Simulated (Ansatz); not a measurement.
C11b MoSi2 was calculated with PBE-D3(BJ) in Ansatz (PAW).

Run with plane-wave cutoff 520 eV, 24×24×24 k mesh, Fermi–Dirac smearing 0.05 eV, no spin polarisation, scalar-relativistic PAW data made under PBE.

Equation-of-state points:

```json
[
 {"V (Å³/atom)": "12.602", "E − E_lowest (meV/atom)": "15.61", "P (GPa)": "9.88"},
 {"V (Å³/atom)": "12.864", "E − E_lowest (meV/atom)": "3.76", "P (GPa)": "4.67"},
 {"V (Å³/atom)": "13.127", "E − E_lowest (meV/atom)": "0.00", "P (GPa)": "0.00"},
 {"V (Å³/atom)": "13.390", "E − E_lowest (meV/atom)": "3.50", "P (GPa)": "-4.19"},
 {"V (Å³/atom)": "13.652", "E − E_lowest (meV/atom)": "13.50", "P (GPa)": "-7.95"}
]
```

**Question.** Estimate the bulk modulus from the pressures at 12.864 and 13.390 Å³/atom, and compare it with a fit to all energies.

**Answer.** B = −V dP/dV. Between V = 12.864 and 13.390 Å³/atom, dP/dV = (-4.19 − (4.67))/(13.390 − 12.864) = -16.8 GPa per Å³/atom; at the midpoint 13.127 Å³/atom this gives B ≈ 221 GPa. The third-order Birch–Murnaghan fit gives V0 = 13.127 Å³/atom, B0 = 221 GPa, B′ = 4.4, which lies within 1 % of that estimate.

Shape and atoms are relaxed at each volume.

Measured, for comparison: bulk modulus 222 ± 2 GPa (room temperature, not corrected to a static lattice, B' = 4; as tabulated in Structural stability of MoSi2 and Mo5Si3 under high pressure, Chin. Phys. B 26 …). Computed (rounded) less measured: bulk modulus -0.5 % (inside the measured uncertainty).

Note: the bulk modulus comes from volumes at which shape and atoms were relaxed.

Static lattice: no zero-point or thermal effects.

Ansatz is an electronic-structure program.
